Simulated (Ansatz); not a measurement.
We consider NiSi2 (model structure, from the AlB2 type, P6/mmm, No. 191), described by LDA (Ansatz, a program for electronic structure, PAW).

The input as run:

Ansatz 0.2 input:
```yaml
crystal:
  lattice:
    - [4.1564608518, 0.0, 0.0]
    - [-2.0782304259, 3.5996006875, 0.0]
    - [0.0, 0.0, 2.4399959375]
  atoms:
    - { symbol: Ni, position: [0.0, 0.0, 0.0], spin: 2.0 }
    - { symbol: Si, position: [0.3333333333, 0.6666666667, 0.5], spin: 0.0 }
    - { symbol: Si, position: [0.6666666667, 0.3333333333, 0.5], spin: 0.0 }
basis:
  ecutwfc: 520
  ecutrho_ratio: 4
  xc_grid: 2
kpoints:
  mp_grid: { grid: [18, 18, 12] }
hamiltonian:
  xc: lda
  dispersion: none
  pseudopotentials: { azcp: { folder: ./paw }, kind: paw }
scf:
  occupations: { method: fermi_dirac, width: 0.05 }
output:
  forces: true
  stress: true
  eigenvalues: true
magnetization:
  spin_polarized: true
relax:
  f_tol: 0.004
  escape_saddle: false
  max_steps: 80
  cell: { stress_tol: 0.02, fix: [volume] }
```

The run printed, among other lines:

```
Relaxation: its limit of steps is 80 (relax.max_steps)
Crystal: 3 atoms, lattice volume = 36.506 Å³
Basis set: ecut = 520 eV, 975 PW (Γ), exchange–correlation on 64×64×40 points (8 copies of the dense FFT grid, shifted against one another)
Bands: 18, of which v1, the nominal top of the filled ones, is band 13 counted from 1 (12 counted from 0)
Symmetry: 24 space group operations
Space group: P6/mmm (ITA 191), of the structure as read, at distance tolerance 3.3e-5 Å
k-points: 259 of 3888
Initial density: superposition of atomic densities (chi_scale 0.1, normalization cell)
Functional: x = slater, c = lda
SCF 1 converged in 17 iterations: F = -6990.062970 eV  dr2 = 1.47e-11
Crystal: 3 atoms, lattice volume = 36.506 Å³
Initial density: handed on by an earlier stage of this run
SCF 2 converged in 6 iterations: F = -6990.062975 eV  dr2 = 3.70e-9
Crystal: 3 atoms, lattice volume = 36.506 Å³
SCF 3 converged in 7 iterations: F = -6990.062978 eV  dr2 = 3.97e-9
Crystal: 3 atoms, lattice volume = 36.506 Å³
SCF 4 converged in 7 iterations: F = -6990.062978 eV  dr2 = 3.23e-12
SCF converged after 7 iterations
Magnetization: 0.0000 μB (13.0000 up, 13.0000 down)
Free energy (F): -6990.062978 eV
Internal energy: -6990.042792 eV  (E = F + TS)
E sigma→0 (E₀):  -6990.052885 eV
Fermi energy:    13.866346 eV
--- Forces (eV/Å), atoms counted from 1 ---
  atom   1  Ni     0.00000000     0.00000000     0.00000000
  atom   2  Si    -0.00000000    -0.00000000    -0.00000000
  atom   3  Si     0.00000000     0.00000000     0.00000000
--- Stress (GPa, compression-positive) ---
        3.265502       0.000000      -0.000000
        0.000000       3.265502       0.000000
       -0.000000       0.000000       3.265525
  P = ⅓ Tr σ = 3.2655 GPa (32.655 kbar)
```

The cell is one volume of an energy–volume scan, off the minimum.

The PAW data were made under PBE.

The run is spin-polarised with parallel starting moments, which need not be the measured order.

Note: the starting moments vanished in the run, and other orders were not tried. Note: the cell keeps the symmetry of its start, so it can be a saddle point.

The result took roughly 110 core-seconds.

A model structure was made by putting elements into a prototype or built by hand; it is no filed structure, need not be a known phase, and can be a saddle point held by its symmetry.
